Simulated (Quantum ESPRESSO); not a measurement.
## Pressure against volume in hcp Re (space group 194) (Quantum ESPRESSO, PBEsol)

```xyz
2
Lattice="2.6799 0.0000 0.0000 -1.3399 2.3208 0.0000 0.0000 0.0000 4.3305" Properties=species:S:1:pos:R:3 pbc="T T T"
Re     1.3399     0.7736     3.2479
Re     0.0000     1.5472     1.0826
```

Method: PBEsol, GBRV 1.5 ultrasoft (PBESOL) pseudopotentials (plane waves; Quantum ESPRESSO). Settings: ecutwfc = 52 Ry; ecutrho = 416 Ry; occupations = smearing; smearing = fd; degauss = 0.0036749 Ry; potentials = {Re: re_pbesol_v1.2.uspp.F.UPF}; K_POINTS = automatic 24 24 13 0 0 0; conv_thr = 1e-10 Ry. The cell above is the first row's. The rows scale it uniformly. In all rows fractional positions and the k mesh are held.

```
V (Å^3/atom)  P (GPa)
------------  -------
13.467              ?
13.760          24.71
14.052          14.66
14.345           5.66
14.638          -2.43
14.931          -9.67
15.223         -16.17
15.516         -21.99
15.809         -27.19
```

### Question
Using a cubic, estimate the missing P at V = 13.467 from the other rows, showing the fit.

### Answer
With u = V - 14.8, the rows have u = -1.0400, -0.7480, -0.4550, -0.1620, 0.1310, 0.4230, 0.7160, 1.0090. Least squares gives P = -6.547 - 24.5880·u + 4.6550·u² - 0.5672·u³. Residuals (row less fit): 0.013, -0.027, 0.002, 0.009, 0.019, -0.012, -0.016, 0.010; standard error 0.021 (degrees of freedom: 4). The fitted pressure is zero at V0 = 14.55, where dP/dV = -27.06, so B0 = -V0·dP/dV = 394 GPa. At the withheld row, u = -1.3330, so P = -6.547 - 24.5880 × (-1.3330) + 4.6550 × (-1.3330)² - 0.5672 × (-1.3330)³ = 35.844 GPa. The calculation gives 35.88 GPa, 0.036 GPa above the prediction (0.1 % of the range of P in the table). The row lies outside the fitted rows, so this is an extrapolation. From the scatter of the fitted rows alone, a prediction at this place has a standard error of 0.057 GPa, so the miss is 0.6 times that.

Carrying the step between the two nearest rows on in a straight line would have given 34.79, off by 1.09; series whose last step already gives the withheld value aren't shown. The scan was laid around a cell of about the measured size, scaled by a guess for this functional; axis ratios and inner coordinates come from that cell. The runs keep the symmetry of the cell, so they don't test it for distortions. Spin polarisation is off. Spin-orbit coupling is off. The shape of the cell and the inner coordinates aren't relaxed, so V0 and B0 belong to this uniform scaling; a relaxed crystal lies no higher in energy and is usually softer. Cutoffs and mesh are single choices, not tested for convergence of this quantity. Series with a scatter that would blur these digits, or in which a gap closes, are not shown.
